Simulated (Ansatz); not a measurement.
**Pressure series in CrCuO2**

Base system: CrCuO2 (space group R-3m, No. 166; a = 3.013 Å, c = 17.112 Å (hexagonal axes); ferromagnetic).

Cell and atoms are relaxed at each pressure.

Calculations: Ansatz (a program for electronic structure), PBE, PAW, cutoff 420 eV, no spin-orbit coupling.

Notes on the quantities. enthalpy: H = E + PV relative to the base's energy.

```csv
change,band gap,density,enthalpy,shortest interatomic distance
base,1.08 eV,5.46 g/cm³,–,1.856 Å
pressure −2 GPa,1.07 eV,5.39 g/cm³,-0.14 eV/atom,1.861 Å
pressure −1 GPa,1.07 eV,5.43 g/cm³,-0.07 eV/atom,1.858 Å
pressure 0.3 GPa,1.08 eV,5.48 g/cm³,+0.02 eV/atom,1.855 Å
pressure 0.7 GPa,1.08 eV,5.49 g/cm³,+0.05 eV/atom,1.854 Å
pressure 1.5 GPa,1.08 eV,5.52 g/cm³,+0.10 eV/atom,1.851 Å
pressure 3 GPa,1.09 eV,5.57 g/cm³,+0.21 eV/atom,1.847 Å
pressure 5 GPa,1.08 eV,5.64 g/cm³,+0.34 eV/atom,1.842 Å
pressure 7.5 GPa,1.02 eV,(withheld),+0.51 eV/atom,1.836 Å
pressure 10 GPa,0.95 eV,5.80 g/cm³,+0.68 eV/atom,(withheld)
```

Task: What belongs in the blanks?

Result: 
- pressure 7.5 GPa, density: 5.72 g/cm³
- pressure 10 GPa, shortest interatomic distance: 1.831 Å

Load acts through the strain it causes; cell and atoms are relaxed under it. Whether these cells are dynamically stable was not tested. No other phases were tried under pressure. No Hubbard U is applied and the magnetic state is the run's own (CrCuO2 ferromagnetic); small cells can't hold the antiferromagnetic order that many such compounds have, so gaps and moments can be off. A gap here joins edges of opposite spin (a spin-flip gap).
